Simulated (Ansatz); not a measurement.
## HfN under load (space group Immm): band-structure transport figures

Input:

```xyz
2
Lattice="0.0053 2.2525 2.2501 2.2525 0.0053 2.2501 2.2578 2.2578 0.0000" Properties=species:S:1:pos:R:3 pbc="T T T"
Hf     0.0000     0.0000     0.0000
N      2.2578     2.2578     2.2501
```

All values below come from PBEsol, rigid bands (plane waves, PAW, scalar-relativistic; Ansatz, a first-principles code). Condition of this run: uniaxial stress along [110] of -1 GPa (compression positive) (the target of the relaxation). Cell: cell and atoms relaxed with PBEsol, then loaded as said.

```json
{
  "density of states at the Fermi level": "0.603 states/(eV·cell), both spins",
  "bare Sommerfeld coefficient": "0.71 mJ/(mol of atoms·K²)",
  "drude_plasma_energy": "9.3 eV",
  "root-mean-square Fermi velocity": "1.1e6 m/s",
  "resistivity times τ": "5.7 ×10⁻²² Ω·m·s"
}
```

A metal at this level (no band gap); rigid bands, thermally averaged at 300 K, both spins. Spin-orbit coupling is left out, which matters with elements this heavy. τ is one relaxation time for all states.
